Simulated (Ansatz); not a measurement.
# WSi2: tensor shear ε_xz = +0.57 %

Base system: WSi$_{2}$ (space group I4/mmm, No. 139; a = 3.202 Å, c = 7.818 Å; relaxed with 0.1 eV smearing). Axes: x, y, z lie along a, b, c of the conventional cell.

It is then changed as follows: tensor shear ε_xz = +0.57 % (engineering shear γ = 0.0114), atoms relaxed at fixed cell.

Level of theory: Ansatz (a program for electronic structure), PBEsol, PAW, cutoff 420 eV, without spin-orbit coupling. Settings: 25×25×25 k-points, 0.1 eV Fermi–Dirac smearing.

The volume per atom is still 13.36 Å³ and the space group changes from I4/mmm (No. 139) to C2/m (No. 12). The shortest interatomic distance remains 2.588 Å and the energy grows by 1.1 meV/atom. The pressure (mean of the normal stresses, compression positive) stays 0.0 GPa and the band gap is still zero. The stress (xx, yy, zz, yz, xz, xy; compression positive) is (0.0, 0.0, 0.0, 0.0, -2.4, 0.0) GPa.

The cells carry an imposed strain or load. No phonon test of stability was made. The final runs are not spin-polarised.
